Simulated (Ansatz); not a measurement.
# Cu3N, response to strain

The parent structure is Cu3N (space group Pm-3m, No. 221; a = 3.827 Å). Axes: x, y, z lie along the cube axes.

Strains are applied to the cell and any free atomic positions relax; under biaxial strain the out-of-plane vector relaxes too.

All numbers come from PBE in Ansatz (plane waves to 420 eV, PAW, without spin-orbit coupling).

```tsv
biaxial strain, plane normal [001], relaxed out of plane (%)	out-of-plane strain (%)
0	0.00
0.6	-0.27
1.2	?
1.8	-0.79
2.4	-1.05
3	-1.29
```

Problem. Fit ε⊥ = −νε + γε² (strains in %) to the rows shown and predict the withheld row.

Solution. Least squares on the printed values gives ν = 0.46 (the biaxial Poisson response) and γ = 0.008 (largest residual 0.00 %); this predicts -0.53 %, and the run gives -0.54 %, in agreement.

Stability against distortions was not tested. All final runs are without spin polarisation.

Ansatz is an electronic-structure program.
